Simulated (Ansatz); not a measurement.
The structure below was relaxed with PBEsol (Ansatz, a quantum-chemistry and plane-wave program), no spin-orbit coupling.

Space group P4/nmm, origin choice 1 (No. 129); a = b = 3.587 Å, c = 7.890 Å, α = β = γ = 90.00°

| atom | site | symmetry | x | y | z |
|---|---|---|---|---|---|
| Hf | 2c | 4mm | 0.5000 | 0.0000 | 0.2754 |
| Ge | 2a | -4m2 | 0.0000 | 0.0000 | 0.0000 |
| S | 2c | 4mm | 0.0000 | 0.5000 | 0.3811 |

### Question
Write out a cell with all atoms.

### Answer
```
HfGeS
1.0
    3.58687     0.00000     0.00000
    0.00000     3.58687     0.00000
    0.00000     0.00000     7.88994
Hf Ge S
2 2 2
Direct
  0.00000   0.50000   0.72459
  0.50000   0.00000   0.27541
  0.50000   0.50000   0.00000
  0.00000   0.00000   0.00000
  0.00000   0.50000   0.38109
  0.50000   0.00000   0.61891
```
This is the conventional cell.

Whether these cells are dynamically stable was not tested. The final runs are not spin-polarised. The cell was made from ZrGeS by this change: Zr → Hf; the result is a model cell.
